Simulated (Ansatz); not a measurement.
**Zn interstitial (wurtzite AlN host)**

Level of theory: PBE, PAW (plane waves to 420 eV; Ansatz, an electronic-structure program). A supercell of 96 sites (3×2×2 repeats of a cell of 8 atoms) was used; the energies come from a 2×2×2 shifted sampling of its zone. Site at the start: void with 3N nearest. Energies of charged states are corrected for periodic images (point charge plus alignment at distant sites). Dielectric constants: PBE linear response of the host. Host gap at this level: 4.03 eV. Finite-size and sampling errors can reach tenths of an eV here. PBE underestimates the host's gap, which shifts levels and can delocalise carriers. Spin–orbit coupling is left out. Each state is the lowest found from its start.

The name describes the start; the neighbours show where the atoms ended.

Charges with a result: +2, +1, 0. Others weren't obtained, and one of them could lie lower, also by skipping a charge.

| charge | moment (μB) | largest move off a lattice site (Å) | neighbours of the last Zn atom of the defect at the end (Å) | image correction with alignment (eV) |
|---|---|---|---|---|
| +2 | not spin-polarised | 0.24 | N 1.99, N 1.99, N 1.99 | 1.27 |
| +1 | 1.0 | 0.20 | N 1.98, N 1.98, N 1.98 | 0.43 |
| 0 | not spin-polarised | 0.86 | N 1.93, Al 2.24, N 2.35, N 2.35, Al 2.37, Al 2.37 | 0.00 |

Transition levels above the valence-band maximum: ε(+2/+1) = 3.08 eV; ε(+1/0) = 2.49 eV. On the lower envelope of the bound states, inside the gap: (+2/0) at 2.79 eV; the others aren't thermodynamic.

Flagged in the runs: a host whose relaxation on this sampling wasn't shown to rest, a strain field that reaches the edge of the cell.
